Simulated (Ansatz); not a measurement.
# How far PBE and PBEsol part for hypothetical CsCl type NbP, strain tensor (xx, yy, zz, yz, xz, xy) = (−0.18, +1.94, −0.31, −0.25, −1.29, −0.23) %

The reference is NbP in the CsCl type structure (space group Pm-3m, No. 221; a = 3.110 Å; a hypothetical phase, not in the database extracts checked; relaxed with 0.1 eV smearing). Axes: x, y, z lie along the cube axes.

(Cell as relaxed with PBE.)

Levels (all Ansatz, a program for electronic structure, PAW): PBE (420 eV, spin-orbit coupling left out); PBEsol (420 eV, without spin-orbit coupling).

Each level relaxes its own structure.

| base | PBE | PBEsol |
|---|---|---|
| volume per atom | 15.04 Å³ | 14.60 Å³ |
| lattice parameter a | 3.110 Å | 3.079 Å |
| band gap | zero | zero |

The change: the symmetric strain tensor [-0.0018 -0.0023 -0.0129; -0.0023 0.0194 -0.0024; -0.0129 -0.0024 -0.0031]; the atoms relax in the strained cell.

| quantity | PBE | PBEsol |
|---|---|---|
| energy relative to the base (free energy F) | +9.2 meV/atom | ? |
| stress (xx, yy, zz, yz, xz, xy; compression positive) | (-0.9, -6.0, -0.6, 0.6, 2.7, 0.6) GPa | ? |

### Question
What does PBEsol give?

### Answer

- energy relative to the base (free energy F), PBEsol: +9.5 meV/atom
- stress (xx, yy, zz, yz, xz, xy; compression positive), PBEsol: (-1.1, -6.3, -0.7, 0.7, 3.0, 0.6) GPa

PBE's energy relative to the base lies 0.3 meV/atom below PBEsol's. Neither level is exact; PBEsol is the comparison here, not a measurement.

Whether these cells are dynamically stable was not tested. The final runs are not spin-polarised.
